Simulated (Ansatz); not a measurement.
Start from Au in the fcc (Cu type) structure (space group Fm-3m, No. 225; a = 4.083 Å; relaxed with 0.1 eV smearing). Axes: x, y, z lie along the cube axes.

Calculations: Ansatz (an electronic-structure program) PBEsol, scalar-relativistic without spin-orbit coupling, earlier PAW set.

The change: uniaxial strain ε_zz = +4.96 %, all other strain components held at zero; the atoms relax in the strained cell.

Problem. Predict the stress tensor and what it implies for the stiffness.

Solution. Stress of the strained cell less that of the base (GPa, compression positive):
```
   -6.8     0.0     0.0
    0.0    -6.8     0.0
    0.0     0.0    -8.2
```

Then −Δσ_ii/ε with ε = 0.0496 gives secant stiffness values (nonlinear terms included at this strain): C33 ≈ 165 GPa, C13 ≈ 137 GPa and C23 ≈ 137 GPa.

As a check, the harmonic strain energy −½ V₀ Δσ:ε is 21 meV/atom; the computed energy rise is 23 meV/atom.

Whether these cells are dynamically stable was not tested.
